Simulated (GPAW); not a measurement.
## A short convergence ladder for TiZn3 (P4mm, 4 atoms in the cell)

```
CELL_PARAMETERS angstrom
      3.86919     0.00000     0.00000
      0.00000     3.86919     0.00000
      0.00000     0.00000     3.86919
ATOMIC_POSITIONS crystal
  Ti 0.00000 0.00000 0.01292
  Zn 0.00000 0.50000 0.50000
  Zn 0.50000 0.00000 0.50000
  Zn 0.50000 0.50000 0.00000
```

Base method: LDA (Perdew-Wang 92), GPAW PAW datasets LDA (gpaw-data 1.0.1) (plane waves; GPAW).

Base settings: mode = pw; ecut = 850 eV; xc = LDA; kpts = 4 4 4; mesh shift (steps) = 0 0 0; occupations.name = fermi-dirac; occupations.width = 0.1 eV; nbands = -12; convergence.density = 1e-05 e/electron; convergence.energy = 1e-05 eV/electron.

The count of work is k-points × plane waves × bands × iterations; it is no time. Core times come from one kind of shared machine, to one figure; runs under 30 s give none.

**The k-point mesh**

The second cell is the first with its lattice scaled by 0.98.

Only quantities that move along the ladder and can be compared are tabulated.

```csv
kpts,free energy less the last step's (meV/atom),energy of the compressed cell less the first (meV/atom),pressure (GPa),largest difference of a force vector from the last step's (eV/Å),count of work / last,core time / last (rough)
2 2 2,-15.72,-14.22,-6.11,0.020,0.20,–
4 4 4,21.94,-9.09,-5.12,0.016,0.45,1
5 5 5,6.81,-11.22,-5.50,0.004,0.49,1
6 6 6,0.00,-11.59,-5.57,0.000,1.0,1
```

Coarsest kpts that holds the free energy within 5 meV/atom: not settled: the last two steps still differ by 6.8 meV/atom, over half the tolerance, so the ladder does not show it.

Coarsest kpts that holds the pressure within 0.5 GPa of the last step, with all finer ones: 4 4 4; the step before is off by 0.55 GPa.

Coarsest kpts that holds the forces within 0.01 eV/Å of the last step, with all finer ones: 5 5 5; the step before is off by 0.016 eV/Å.

On the base run: the starting cell comes from a database of computed structures (which also holds hypothetical and non-ambient phases and stackings), without a prior relaxation at this level. Its lattice was rescaled by up to half a per cent. One atom was moved a little off its site on purpose. Spin polarisation is off. In the base run, with a pressure of about -5 GPa the cell is away from its equilibrium volume at this level. Without a gap this mesh is coarse (it stands for a supercell whose shortest vector is 15 Å).
